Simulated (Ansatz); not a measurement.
Ansatz (an electronic-structure program), DFT, PBEsol, plane waves, its default PAW files: B2Ru, supercell, atoms displaced (from the phase in space group 59, mp-1077) (B24Ru12), 36 atoms. Basis and mesh were picked for this test and aren't claimed converged.

```yaml
cell: 8.60, 4.65, 8.08 Å; 90, 90, 90°
distance_to_the_nearest_atom: 1.74 to 2.16 Å
task: single point
k mesh: 2×4×2
hamiltonian.xc: pbesol
kind_of_files: paw
scf.occupations.method: fermi_dirac
scf.occupations.width: 0.05 eV
output.forces: true
binding of workers (--pin): off
k-point pools (--kpoint-pools): 1
memory maximum (--max-ram): 8GiB
accuracy: medium (default)
basis.precision: auto (default)
basis.xc_grid: 2 (default)
scf.mixing.algorithm: auto (default)
scf.mixing.preconditioner: auto (default)
scf.convergence.dr2_threshold: 3.23261e-07 (default)
scf.lower_state_search: light (default)
k-points after symmetry: 12
bands_at_the_start: 168
electrons: 264
plane waves at Γ: 6337
cutoff (eV): 420
FFT grid: 60×32×60
symmetry_operations: 1
```

One run each.

All on 4 threads. Base settings, kept where nothing else is said: scf.eigensolver.kind = auto (default), scf.eigensolver.mixed_precision = false (default), scf.eigensolver.cushion = auto (default), scf.eigensolver.full_accuracy = false (default), scf.algorithm = auto (default) (scf.eigensolver.max_subspace_factor, scf.eigensolver.real_solve not set). The settings tried:
- scf.eigensolver.kind = davidson, scf.eigensolver.mixed_precision = true
- scf.eigensolver.full_accuracy = true
- scf.algorithm = direct_min
- scf.algorithm = density_mixing
- scf.eigensolver.kind = davidson, scf.eigensolver.max_subspace_factor = 6
- scf.eigensolver.kind = davidson, scf.eigensolver.cushion = true
- scf.eigensolver.kind = davidson
- scf.eigensolver.real_solve = false
- scf.eigensolver.kind = davidson, scf.eigensolver.max_subspace_factor = 2
- the base settings
- scf.eigensolver.mixed_precision = true

Question: Name the extremes by applications of H to a band: fewest, most, and any that don't converge.

Answer: Fewest applications of H to a band, with those close behind: the base settings (26446); scf.algorithm = density_mixing (26446); scf.eigensolver.real_solve = false (26447). Most among those that reach the base run's result: scf.algorithm = direct_min (147746). All converged. In the base run the program took: scf.mixing.algorithm MSR1, scf.eigensolver.kind band_cg, --slots 4.

```json
[
 {"setting": "the base settings", "applications of H to a band": "26446", "SCF iterations": "7", "end": "converged"},
 {"setting": "scf.algorithm = density_mixing", "applications of H to a band": "26446", "SCF iterations": "7", "end": "converged"},
 {"setting": "scf.eigensolver.real_solve = false", "applications of H to a band": "26447", "SCF iterations": "7", "end": "converged"},
 {"setting": "scf.eigensolver.kind = davidson, scf.eigensolver.max_subspace_factor = 6", "applications of H to a band": "40294", "SCF iterations": "7", "end": "converged"},
 {"setting": "scf.eigensolver.kind = davidson, scf.eigensolver.mixed_precision = true", "applications of H to a band": "40389", "SCF iterations": "7", "end": "converged"},
 {"setting": "scf.eigensolver.mixed_precision = true", "applications of H to a band": "40389", "SCF iterations": "7", "end": "converged"},
 {"setting": "scf.eigensolver.kind = davidson", "applications of H to a band": "40500", "SCF iterations": "7", "end": "converged"},
 {"setting": "scf.eigensolver.kind = davidson, scf.eigensolver.max_subspace_factor = 2", "applications of H to a band": "41913", "SCF iterations": "7", "end": "converged"},
 {"setting": "scf.eigensolver.kind = davidson, scf.eigensolver.cushion = true", "applications of H to a band": "43237", "SCF iterations": "7", "end": "converged"},
 {"setting": "scf.eigensolver.full_accuracy = true", "applications of H to a band": "69169", "SCF iterations": "7", "end": "converged"},
 {"setting": "scf.algorithm = direct_min", "applications of H to a band": "147746", "SCF iterations": "9", "end": "converged"}
]
```

An iteration's cost differs between solvers, so these counts don't give the time.

Keys are those of Ansatz 0.2.
